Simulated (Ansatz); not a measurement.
**Ca under a change: biaxial strain −2.76 %, plane normal [001], relaxed out of plane**

The parent structure is Ca (space group I4/mmm, No. 139; a = 4.330 Å, c = 4.319 Å; a cell from a computed database, its experimental status unchecked; relaxed with 0.1 eV smearing). Axes: x, y, z lie along a, b, c of the conventional cell.

It is then changed as follows: compressive biaxial strain of 2.76 % in the plane normal to [001], as in epitaxy on a mismatched substrate; the out-of-plane cell vector and the atoms relax.

All numbers come from PBEsol (Ansatz, an electronic-structure program), without spin-orbit coupling. k-mesh 22×22×22 (Γ-centred); smearing 0.1 eV (Fermi–Dirac).

```csv
quantity,base,changed,shift
volume per atom,40.49 Å³,40.68 Å³,+0.181 Å³
shortest interatomic distance,3.747 Å,3.759 Å,+0.012 Å
energy relative to the base (free energy F),0 meV/atom,-0.5 meV/atom,-0.5 meV/atom
"pressure (mean of the normal stresses, compression positive)",0.0 GPa,-0.1 GPa,-0.1 GPa
band gap,zero,zero,–
out-of-plane strain,–,+6.23 %,–
ratio −ε⊥/ε∥,–,2.26,–
mean in-plane stress (compression positive),–,-0.1 GPa,–
```

Final structure (turned so that z lies along the plane normal):

```xyz
1
Lattice="4.2109 0.0000 0.0000 0.0000 4.2109 0.0000 2.1055 -2.1055 2.2939" Properties=species:S:1:pos:R:3 pbc="T T T"
Ca     2.1055     2.1055     0.0000
```

No phonon test of stability was made. This is not the structure that Ca has at room temperature and ambient pressure.
